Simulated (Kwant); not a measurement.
Kwant, Hückel tight-binding model, one pz orbital an atom, one spin, coherent transport at 0 K. Conductance is in e²/h.

System: π system c1ccc2ncccc2c1 between two chain leads. The π system is taken as planar. Atoms are numbered from 0 in the order of the SMILES. Site energies (eV, carbon 0): [0.0, 0.0, 0.0, 0.0, -1.5, 0.0, 0.0, 0.0, 0.0, 0.0]. Bonds (i, j, β in eV): (0,1,-3) (1,2,-3) (2,3,-3) (3,4,-3) (4,5,-3) (5,6,-3) (6,7,-3) (7,8,-3) (8,9,-3) (9,0,-3) (8,3,-3). Leads: chains of hopping −4.5 eV, joined by −0.6 eV to atoms 0 and 2.

Site energies and bond integrals are typed Hückel values.

Sweep values stay those of the base run.

One input was changed, with this effect: transmission at E = 0 < 1e-12 → 0.00014.

Problem. Which change was it?
A. contacts moved from atoms [0, 2] to [0, 5]
B. contacts moved from atoms [0, 2] to [1, 6]
C. contacts moved from atoms [0, 2] to [6, 7]
D. contacts moved from atoms [0, 2] to [5, 7]
E. contacts moved from atoms [0, 2] to [0, 7]
F. contacts moved from atoms [0, 2] to [1, 7]

Solution. D, contacts moved from atoms [0, 2] to [5, 7]
